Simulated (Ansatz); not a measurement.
Structure of amorphous Ru₂₀Si₃₀ (periodic cell):

```xyz
50
Lattice="9.0992 -0.2172 -0.2058 -0.2172 8.6552 -0.0535 -0.2058 -0.0535 8.9554" Properties=species:S:1:pos:R:3 pbc="T T T"
Ru     5.3112     4.0867     4.3561
Ru     3.1100     7.2043     5.6450
Ru     4.3840     5.7344     7.9611
Ru     7.2645     1.1422     6.4406
Ru     5.6526     5.1624     1.6438
Ru     0.1009     0.8605     0.1250
Ru     1.5977     0.4993     4.5551
Ru     1.2432     3.3384     3.9211
Ru     4.2647     1.5388     5.7478
Ru     5.9391     8.2261     8.6728
Ru     0.5627     3.5766     1.1682
Ru     2.6672     5.7921     1.3601
Ru     0.4368     7.4879     2.2661
Ru     7.7580    -0.0023     3.6429
Ru     4.1684     1.2373     0.9114
Ru     8.6626     5.5925     6.6606
Ru     1.8016     4.1411     7.7667
Ru     7.5894     3.0483     2.8033
Ru     4.7997    -0.0720     3.5472
Ru     6.4563     3.7576     7.1376
Si     2.0872     2.5554     5.9834
Si     0.3963     1.4342     2.5735
Si     0.1540     5.1959     2.9089
Si     6.0945     5.8080     5.9461
Si     3.2001     1.9205     3.2761
Si     8.0409     3.5787     5.1767
Si     4.4591     7.4090     1.3871
Si     2.1228     2.1253     0.1364
Si     6.6684     5.8426     8.4290
Si     5.8920     6.5749     3.5995
Si     3.6839     8.4419     7.6382
Si     5.2670     2.8899     2.2298
Si     0.3594     5.8405     0.3996
Si     7.2344     7.1427     1.6219
Si    -0.0824     7.2335     4.8715
Si     3.9128     3.8615     0.3546
Si     5.3335     1.8360     7.9366
Si     3.1576     4.7384     3.5438
Si     7.3543     3.7468     0.5264
Si     5.4974     8.0656     5.6504
Si     7.8079     7.6865     7.2516
Si     7.0590     1.0422     1.4914
Si     4.0608     3.9604     6.4184
Si     8.7011     2.8444     7.6590
Si     1.8956     6.6408     7.6140
Si     1.9588     8.2662     0.5232
Si     6.2556     1.7722     4.4014
Si     1.5528     5.1746     5.5198
Si     0.5050     0.8373     6.6225
Si     2.6163     7.2626     3.3097
```

Level of theory: PBE, scalar-relativistic without spin-orbit coupling (plane waves to 420 eV, PAW; Ansatz, a quantum-chemistry and plane-wave program).

A CHGNet melt-quench gave the starting glass, which DFT then relaxed. The hot cell started wider than the set density and was brought back towards it in steps. It is the lowest in DFT energy of 2 quenches. It is a model cell: composition and starting density were chosen by hand, and all elements were melted together. No dispersion term was used. Its density started from a set value of 6.65 and ended at 6.75 g/cm³. The simulated quench (nominally 200 K/ps over its main leg) is rapid and tends to freeze in more defects than a deposited or slowly cooled glass has. A cell of this size samples the disorder only roughly. Volume and shape were free in the relaxation. On a 2×2×2 Γ-centred mesh force components of up to 0.20 eV/Å stay, since the relaxation ran on one k-point at (1/4, 1/4, 1/4).

Neighbours within Ru-Ru 3.54 Å, Ru-Si 3.06 Å, Si-Si 2.74 Å count as bonded.

Task: Give the coordination numbers, mean bond lengths and angles.

Result: 
| Quantity | Value |
|---|---|
| Mean coordination of Ru | 11.50 (1 with 9, 1 with 10, 8 with 11, 7 with 12, 3 with 13) |
| Mean coordination of Si | 7.20 (2 with 5, 8 with 6, 8 with 7, 7 with 8, 4 with 9, 1 with 10) |
| Mean Ru-Si bond | 2.522 Å (spread 0.149 Å, 142 counted) |
| Mean Ru-Ru bond | 3.000 Å (spread 0.128 Å, 44 counted) |
| Mean Si-Si bond | 2.565 Å (spread 0.097 Å, 37 counted) |
| Bond angle at Ru | mean 96.4°, spread 33.9° |
| Bond angle at Si | mean 99.3°, spread 32.9° |
